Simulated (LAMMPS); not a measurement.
Consider a symmetric tilt boundary about [001] in Si (diamond structure), boundary plane (650) of one grain on (6-50) of the other (0 K).

Computed with classical force field (static), pair style meam, file AlSiMgCuFe.meam (LAMMPS).

* **boundary energy (lowest found)**: 0.787 J/m²
* **excess volume**: 0.14 Å
* **Σ**: 61
* **rotation about the axis**: 79.61 °
* **disorientation (full cubic symmetry)**: 10.39 °
* **largest excess energy of an atom**: 0.48 eV
* **lattice constant at 0 K**: 5.431 Å
* **cost**: roughly 12 core-minutes

Potential: file AlSiMgCuFe.meam of the LAMMPS distribution; its header cites Jelinek, Groh, Horstemeyer, Houze, Kim, Wagner, Moitra and Baskes, Phys Rev B, 85, 245102 (2012).
